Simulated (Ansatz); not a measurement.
Levels about the gap of amorphous Si$_{30}$N$_{41}$Al (72 atoms in a cell of 809 Å³, 2.96 g/cm³; zone centre alone, so wide bands show as single levels with stretches between that a denser mesh fills), at the geometry that PBE relaxed, where it gives 0.2 GPa on a denser mesh. Exact exchange is cut at the faces of this small cell, which leaves a finite-size error. The participation number counts the atoms over which a state spreads; weights are charges in smoothed Voronoi cells. The levels come from a single point, so bond lengths are those of that geometry. Method of the levels: HSE06, scalar-relativistic without spin-orbit coupling (Ansatz, an electronic-structure program). Sampling: the zone centre alone; Fermi-Dirac width 0.02 eV; no spin polarisation. At PBE the levels at the filled edge of the gap are localised (band-tail or defect states), and the nearest spread-out levels lie 2.7 eV apart at the zone centre.

A CHGNet melt-quench gave the starting glass, which DFT then relaxed. N atoms were pushed apart under 1.9 Å during the dynamics, to hinder bonds among them. The hot cell started wider than the set density and was brought back towards it in steps. It is the lowest in DFT energy of 2 quenches. It is a model cell: composition and starting density were chosen by hand, and all elements were melted together. No dispersion term was used. Its density started from a set value of 2.96 and ended at 2.96 g/cm³. The simulated quench (nominally 380 K/ps over its main leg) is rapid and tends to freeze in more defects than a deposited or slowly cooled glass has. A cell of this size samples the disorder only roughly. The volume was held where the preparation left it, at a PBE pressure of 0.2 GPa. Stress components on the final sampling reach 5.0 GPa.

```json
[
 {"E - E(highest filled), eV": "-0.79", "filling": "filled", "participation number": "13.6", "largest on": "N, 3 neighbours", "weight N": "0.90", "weight Si": "0.10", "weight Al": "0.00"},
 {"E - E(highest filled), eV": "-0.58", "filling": "filled", "participation number": "15.9", "largest on": "N, 3 neighbours", "weight N": "0.89", "weight Si": "0.11", "weight Al": "0.00"},
 {"E - E(highest filled), eV": "-0.55", "filling": "filled", "participation number": "20.1", "largest on": "N, 3 neighbours", "weight N": "0.90", "weight Si": "0.10", "weight Al": "0.00"},
 {"E - E(highest filled), eV": "-0.40", "filling": "filled", "participation number": "17.0", "largest on": "N, 3 neighbours", "weight N": "0.90", "weight Si": "0.10", "weight Al": "0.00"},
 {"E - E(highest filled), eV": "-0.32", "filling": "filled", "participation number": "6.6", "largest on": "N, 3 neighbours", "weight N": "0.91", "weight Si": "0.08", "weight Al": "0.01"},
 {"E - E(highest filled), eV": "-0.22", "filling": "filled", "participation number": "7.6", "largest on": "N, 3 neighbours", "weight N": "0.90", "weight Si": "0.10", "weight Al": "0.00"},
 {"E - E(highest filled), eV": "0.00", "filling": "filled", "participation number": "9.0", "largest on": "N, 3 neighbours", "weight N": "0.89", "weight Si": "0.11", "weight Al": "0.00"},
 {"E - E(highest filled), eV": "3.67", "filling": "empty", "participation number": "16.1", "largest on": "Si, 4 neighbours", "weight N": "0.49", "weight Si": "0.50", "weight Al": "0.01"},
 {"E - E(highest filled), eV": "4.21", "filling": "empty", "participation number": "21.2", "largest on": "Si, 5 neighbours", "weight N": "0.44", "weight Si": "0.54", "weight Al": "0.02"},
 {"E - E(highest filled), eV": "4.28", "filling": "empty", "participation number": "13.2", "largest on": "Si, 4 neighbours", "weight N": "0.44", "weight Si": "0.55", "weight Al": "0.01"},
 {"E - E(highest filled), eV": "4.64", "filling": "empty", "participation number": "21.9", "largest on": "Si, 4 neighbours", "weight N": "0.43", "weight Si": "0.55", "weight Al": "0.02"},
 {"E - E(highest filled), eV": "4.78", "filling": "empty", "participation number": "11.5", "largest on": "Si, 4 neighbours", "weight N": "0.44", "weight Si": "0.56", "weight Al": "0.01"},
 {"E - E(highest filled), eV": "4.99", "filling": "empty", "participation number": "26.2", "largest on": "Al, 4 neighbours", "weight N": "0.45", "weight Si": "0.41", "weight Al": "0.14"},
 {"E - E(highest filled), eV": "5.23", "filling": "empty", "participation number": "31.5", "largest on": "Si, 4 neighbours", "weight N": "0.45", "weight Si": "0.47", "weight Al": "0.07"}
]
```

Most localised among these is the filled level at -0.32 eV, on a N atom, which has 3 neighbours (Si 1.73 Å, Si 1.74 Å, Al 1.80 Å).
